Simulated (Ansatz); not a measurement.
**A short convergence ladder for V (Im-3m, 1 atom in the cell)**

```
V
1.0
   -1.50743     1.50743     1.50743
    1.50743    -1.50743     1.50743
    1.50743     1.50743    -1.50743
V
1
Direct
  0.00000   0.00000   0.00000
```

Base method: PBE (plane waves, PAW; Ansatz, a quantum-chemistry and plane-wave program).

Base settings: basis.ecutwfc = 420 eV; kpoints.mp_grid.grid = 15 15 15; hamiltonian.xc = pbe; hamiltonian.pseudopotentials = {kind: paw} (the program's default PAW files); scf.occupations.method = gaussian; scf.occupations.width = 0.1 eV.

Core times come from one kind of shared machine, to one figure; runs under 30 s give none.

**The q mesh of the phonons**

In this ladder: kpoints.mp_grid.grid = 12 12 12; phonons.method = dfpt.

Only quantities that move along the ladder and can be compared are tabulated.

Thermal sums run over frequencies interpolated from this q mesh.

```tsv
phonons.qmesh	zero-point energy (meV/atom)	vibrational free energy at 300 K (meV/atom)	core time / last (rough)
2 2 2	33.15	-12.24	–
3 3 3	28.62	-23.94	0.2
4 4 4	30.09	-21.79	0.5
6 6 6	29.35	-23.90	1
```

Coarsest phonons.qmesh that holds the vibrational free energy at 300 K within 1 meV/atom: not settled: the last two steps still differ by 2.1 meV/atom, over half the tolerance, so the ladder does not show it.

Coarsest phonons.qmesh that holds the zero-point energy within 1 meV/atom: not settled: the last two steps still differ by 0.74 meV/atom, over half the tolerance, so the ladder does not show it.

On the base run: the starting cell has typed, rounded lattice constants, without a prior relaxation at this level. Its lattice was rescaled by up to half a per cent. Spin polarisation is off. In the base run, with a pressure of about -3 GPa the cell is away from its equilibrium volume at this level.

Keys are those of Ansatz 0.2.
